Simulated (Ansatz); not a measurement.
Structure of amorphous In9Ga9Zn9O35H (periodic cell):

```xyz
63
Lattice="9.2324 0.0000 0.0000 0.0000 9.2324 0.0000 0.0000 0.0000 9.2324" Properties=species:S:1:pos:R:3 pbc="T T T"
In     2.1106     6.3920     5.5998
In     4.3596     3.0867     7.2315
In     1.9609     1.2891     9.2136
In     2.7037     7.6448     9.1636
In     0.8238     3.9270     7.9022
In     4.1059     4.7250     0.7152
In     7.8367     1.7959     5.9790
In     5.3722     0.0804     7.7747
In     1.3587     3.0526     4.6317
Ga     5.8191     6.7454     4.6823
Ga     4.5729     1.6921     1.6546
Ga     7.2405     0.9368     2.8694
Ga     7.3508     4.3756     2.7016
Ga     7.5202     5.1927     8.9561
Ga     1.8562     0.2260     6.1957
Ga     4.6569     6.3540     7.2609
Ga     0.9032     5.8709     2.1603
Ga     8.5528     8.0298     0.6385
Zn     0.2567     3.0765     1.6285
Zn     7.4334     1.6554     9.2152
Zn     5.9404     7.3853     1.4109
Zn     4.4115     1.2006     4.7918
Zn     7.9915     4.8372     5.6317
Zn     8.0697     7.8444     6.8176
Zn     9.0451     7.8576     4.0822
Zn     4.4922     4.1301     4.0847
Zn     3.2339     8.0901     3.1199
O      5.0896     7.3940     3.1184
O      7.6998     6.9962     8.5627
O      2.7925     6.2428     7.5934
O      0.1094     2.2254     9.1044
O      2.7705     3.2820     8.6640
O      2.9620     9.2101     4.7380
O      7.6852     6.7461     5.1644
O      7.9016     4.1021     7.4873
O      5.5248     7.7240     6.3493
O      8.6792     7.0757     2.2161
O      0.9142     8.6558     0.0545
O      7.1783     9.1623     1.2544
O      7.5345     0.3958     7.5843
O      8.1603     0.3715     4.3164
O      0.7304     7.9863     6.1310
O      1.2466     1.9102     2.8761
O      4.2184     5.7365     5.3140
O      0.8967     1.8352     6.3291
O      5.5669     1.6770     6.2842
O      5.2800     4.8016     8.1060
O      5.4401     1.1213     3.1759
O      6.4400     5.2734     1.2985
O      5.3698     1.8437     9.1674
O      0.8603     4.7038     5.8954
O      3.4036     2.9847     5.2556
O      0.1314     4.9294     0.4960
O      4.0604     3.4050     2.2932
O      0.0541     4.4315     3.1764
O      3.0776     0.2683     7.6834
O      3.1658     0.4099     1.5552
O      4.8360     7.5690     9.0055
O      2.6530     6.0998     1.3792
O      6.4098     4.6396     4.2528
O      1.6379     6.9500     3.6389
O      7.5211     2.6147     2.0055
H      2.0087     1.3151     2.6684
```

Calculation: PBE, scalar-relativistic without spin-orbit coupling (plane waves to 420 eV, PAW; Ansatz, an electronic-structure program). The usual formal charges leave 3 electrons over, so the level spacing at the Fermi energy parts defect or band states and needn't be the band gap.

Preparation: random packing, a CHGNet melt and quench, and a DFT relaxation. O atoms were pushed apart under 1.9 Å during the dynamics, to hinder bonds among them. The hot cell started wider than the set density and was brought back towards it in steps. It is the lowest in DFT energy of 2 quenches. It is a model cell: composition and starting density were chosen by hand, and all elements were melted together. No dispersion term was used. Its density started from a set value of 5.93 and ended at 5.93 g/cm³. The simulated quench (nominally 350 K/ps over its main leg) is rapid and tends to freeze in more defects than a deposited or slowly cooled glass has. A cell of this size samples the disorder only roughly. The volume was held where the preparation left it, at a PBE pressure of 4.6 GPa. Stress components on the final sampling reach 5.7 GPa. On a 2×2×2 Γ-centred mesh force components of up to 0.35 eV/Å stay, since the relaxation ran on the zone centre alone. Cycles of charging lowered its energy after that relaxation.

Neighbours within In-In 3.12 Å, In-Ga 2.90 Å, In-Zn 2.90 Å, In-O 2.84 Å, In-H 2.08 Å, Ga-Ga 2.68 Å, Ga-Zn 2.68 Å, Ga-O 2.56 Å, Ga-H 1.84 Å, Zn-Zn 2.68 Å, Zn-O 2.40 Å, Zn-H 1.84 Å, O-O 1.58 Å, O-H 1.16 Å, H-H 0.90 Å count as bonded. Two cations that share two anions don't count as bonded, nor two that share one unless they lie closer than In-In 3.04 Å, In-Ga 2.82 Å, In-Zn 2.82 Å, Ga-Ga 2.61 Å, Ga-Zn 2.61 Å, Zn-Zn 2.61 Å.

Task: Give the coordination numbers, mean bond lengths and angles.

Result: 
```json
{
  "Mean coordination of In by anions": "5.33 (6 with 5, 3 with 6)",
  "Mean coordination of Ga by anions": "4.44 (5 with 4, 4 with 5)",
  "Mean coordination of Zn by anions": "4.33 (6 with 4, 3 with 5)",
  "Mean coordination of O": "3.66 (12 with 3, 23 with 4)",
  "Mean coordination of H": "1.00 (1 with 1)",
  "Mean In-O bond": "2.222 Å (spread 0.152 Å, 48 counted)",
  "Mean Ga-O bond": "1.931 Å (spread 0.118 Å, 40 counted)",
  "Mean Zn-O bond": "2.044 Å (spread 0.089 Å, 39 counted)",
  "Bond angle at In": "mean 105.0°, spread 28.7°",
  "Bond angle at Ga": "mean 107.4°, spread 20.0°",
  "Bond angle at Zn": "mean 107.8°, spread 22.5°",
  "Bond angle at O": "mean 110.2°, spread 16.8°"
}
```

Task: List the pairs of like atoms that count as bonded by the rules above.

Result: There are none by these rules.
